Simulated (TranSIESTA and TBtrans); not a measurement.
System: Au chain with one Ge atom in place of Au. Leads: straight Au chain, spacing 2.55 Å. Geometry: 3 atoms about the centre moved by SIESTA (PBE, DZP) to a largest force of 0.01 eV/Å, all others as built, motion along the axis alone. Transport runs along z; the first 6 and the last 6 of the 19 atoms are the lead cells, repeated to infinity.

```xyz
19
Lattice="9.000 0.000 0.000 0.000 9.000 0.000 0.000 0.000 48.300" Properties=species:S:1:pos:R:3 pbc="F F T"
Au     4.500     4.500     0.000
Au     4.500     4.500     2.550
Au     4.500     4.500     5.100
Au     4.500     4.500     7.650
Au     4.500     4.500    10.200
Au     4.500     4.500    12.750
Au     4.500     4.500    15.300
Au     4.500     4.500    17.850
Au     4.500     4.500    20.451
Ge     4.500     4.500    22.875
Au     4.500     4.500    25.299
Au     4.500     4.500    27.900
Au     4.500     4.500    30.450
Au     4.500     4.500    33.000
Au     4.500     4.500    35.550
Au     4.500     4.500    38.100
Au     4.500     4.500    40.650
Au     4.500     4.500    43.200
Au     4.500     4.500    45.750
```

Run with TranSIESTA and TBtrans (open boundaries, self-consistent; PseudoDojo norm-conserving potentials, scalar-relativistic): PAO.BasisSize DZP, PAO.EnergyShift 0.15 eV, XC.Authors PBE, Mesh.Cutoff 200 Ry, ElectronicTemperature 300 K, TS.Voltage 0.0 eV, TBT.Elecs.Eta 0.001 eV, no spin polarisation.

Energies count from the leads' Fermi level. Transmissions are for one spin of a degenerate pair. The energy step is 0.01 eV; narrower resonances are cut or missed.

| E (eV) | T |
|---|---|
| -0.20 | 0.952 |
| -0.15 | 0.939 |
| -0.10 | 0.927 |
| -0.05 | 0.909 |
| 0.00 | 0.881 |
| 0.05 | 0.877 |
| 0.10 | 0.871 |
| 0.15 | 0.866 |
| 0.20 | 0.860 |

**Question.** Give the zero-bias conductance in μS and the resistance at 300 K.

**Answer.** At the Fermi level T = 0.881. Averaged with −∂f/∂E over the full grid (kT = 25.9 meV) it is 0.889. With G0 = 2e²/h = 77.48 μS, G = 68.9 μS and R = 1/G = 14.5 kΩ.

**Question.** The eigenchannels at the Fermi level transmit 0.881. What Fano factor of the shot noise follows at low temperature and bias?

**Answer.** F = Σ τ(1 − τ)/Σ τ = 0.105/0.881 = 0.12.

The leads' channel count changes near -0.01 eV, within the thermal window, so values at the Fermi level hang on where that band edge falls. The straight chain is held at its spacing; free chains may zigzag or dimerise. No spin-polarised start was tried, so a magnetic state, if there is one, is missed. Spin-orbit coupling, left out here, matters for the heavy atoms.
